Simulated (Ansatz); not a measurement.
The reference is Hf in the hcp (Mg type) structure (space group P6_3/mmc, No. 194; a = 3.204 Å, c = 5.069 Å).

Level of theory: DFT with PBE, PAW potentials and a 420 eV plane-wave cutoff in Ansatz (an electronic-structure program), without spin-orbit coupling.

For the base:

The lattice parameter a is 3.204 Å. The band gap comes out as zero. The c/a ratio comes out as 1.582.

One thing is altered: Lu takes the place of Hf on all its sites, then cell and atoms are relaxed.

Tabulated Pauling electronegativity and covalent radius: Hf 1.30, 1.75 Å; Lu 1.27, 1.87 Å.

**Question.** How does this affect the lattice parameter a, band gap and c/a ratio?

**Answer.** The lattice parameter a increases by 0.303 Å (3.204 Å → 3.507 Å); the band gap stays zero; the c/a ratio shrinks by 0.025 (1.582 → 1.557).

Whether these cells are dynamically stable was not tested. All final runs are without spin polarisation.
